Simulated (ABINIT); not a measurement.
A self-consistent single point of NaLi₃ (P1, 8 atoms in the cell) with ABINIT.

Level of theory: LDA (PW92), norm-conserving pseudopotentials (PseudoDojo nc-sr-04 LDA standard) (plane waves; ABINIT).

```
NaLi3
1.0
    6.54517     0.00000     0.00000
   -3.27258     5.66828     0.00000
    0.00000     0.00000     5.39397
Na Li
2 6
Direct
  0.33578   0.67595   0.74245
  0.67704   0.33411   0.24923
  0.15619   0.32301   0.24437
  0.84529   0.67975   0.76106
  0.83550   0.15537   0.74806
  0.15720   0.83767   0.24925
  0.68211   0.84029   0.24554
  0.31090   0.15386   0.76003
```

Reference input (self-consistent single point, DFT, PBEsol, plane waves, norm-conserving pseudopotentials (PseudoDojo nc-sr-04 PBEsol standard)): pseudos = [Na.upf, Li.upf]; ecut = 1197 eV; ixc = -116133; occopt = 3; tsmear = 0.00367493 Ha; ngkpt = 4 4 5; nshiftk = 1; shiftk = 0 0 0; potentials = PseudoDojo nc-sr-04 PBEsol standard; nband = 24; kptopt = 1; nstep = 80. This run's input differs from it in these lines:

```diff
@@ -1,2 +1,2 @@
-# NaLi3, PseudoDojo nc-sr-04 PBEsol standard
+# NaLi3, PseudoDojo nc-sr-04 LDA standard
 pp_dirpath "./"
@@ -22,3 +22,3 @@
 ecut 1197 eV
-ixc -116133
+ixc 7
 occopt 3
```

Its files differ too (potentials: PseudoDojo nc-sr-04 PBEsol standard → PseudoDojo nc-sr-04 LDA standard).

Output (repeated stretches shortened):

```
--- !BeginCycle
solver: {iscf: 7, nstep: 80, nline: 4, wfoptalg: 0, }
tolerances: {toldfe: 1.00E-09, }
...

     iter   Etot(hartree)      deltaE(h)  residm     vres2
 ETOT  1  -133.54429703310    -1.335E+02 5.832E-01 2.519E+02
 ETOT  2  -133.91139522536    -3.671E-01 1.755E-03 5.746E+00
 ETOT  3  -133.91182875382    -4.335E-04 2.892E-04 4.717E-01
 ETOT  4  -133.91192233666    -9.358E-05 9.144E-05 4.949E-02
 ETOT  5  -133.91192895860    -6.622E-06 5.062E-05 1.449E-03
 ETOT  6  -133.91192905223    -9.363E-08 5.425E-05 7.052E-05
 ETOT  7  -133.91192905647    -4.248E-09 9.104E-05 1.615E-06
 ETOT  8  -133.91192905655    -7.194E-11 2.573E-04 3.440E-08
 ETOT  9  -133.91192905655    -9.948E-13 8.778E-05 2.053E-09
 At SCF step    9, etot is converged :
  for the second time, diff in etot=  9.948E-13 < toldfe=  1.000E-09

 Cartesian components of stress tensor (hartree/bohr^3)
  sigma(1 1)=  2.95961189E-05  sigma(3 2)=  3.21822791E-07
  sigma(2 2)=  3.00603430E-05  sigma(3 1)= -3.77509957E-07
  sigma(3 3)=  4.60327303E-05  sigma(2 1)=  3.12223813E-08

 ----iterations are completed or convergence reached----

 reduced coordinates (array xred) for    8 atoms
       0.335780000001      0.675953999999      0.742452000003
       0.677043000002      0.334108999999      0.249233000006
       0.156186999998      0.323005999998      0.244373000004
       0.845287000006      0.679749000003      0.761056000007
       0.835500999999      0.155368000002      0.748064000008
       0.157195000003      0.837667999996      0.249250999999
   [... lines left out ...]
 Fermi (or HOMO) energy (hartree) =   0.01201   Average Vxc (hartree)=  -0.25407
 Fermi (or HOMO) energy (eV) =   0.32669   Average Vxc (eV)=  -6.91350
   [... lines left out ...]
total_energy        : -1.33911929056546E+02
total_energy_eV     : -3.64392890499077E+03
band_energy         : -3.86472766270175E+01
...

-Cartesian components of stress tensor (GPa)         [Pressure= -1.0365E+00 GPa]
- sigma(1 1)=  8.70747735E-01  sigma(3 2)=  9.46835182E-03
- sigma(2 2)=  8.84405677E-01  sigma(3 1)= -1.11067245E-02
- sigma(3 3)=  1.35432946E+00  sigma(2 1)=  9.18594018E-04

 Calculation completed.
```

The run converged in 9 iterations. Against the reference run the pressure goes from -0.29 to -1.04 GPa and the largest force goes from 0.128 to 0.121 eV/Å.

The starting cell comes from a database of computed structures (which also holds hypothetical and non-ambient phases and stackings), without a prior relaxation at this level. Its atoms were displaced at random from the sites of space group no. 194.

Cost on one core of a shared machine: roughly 6 min.
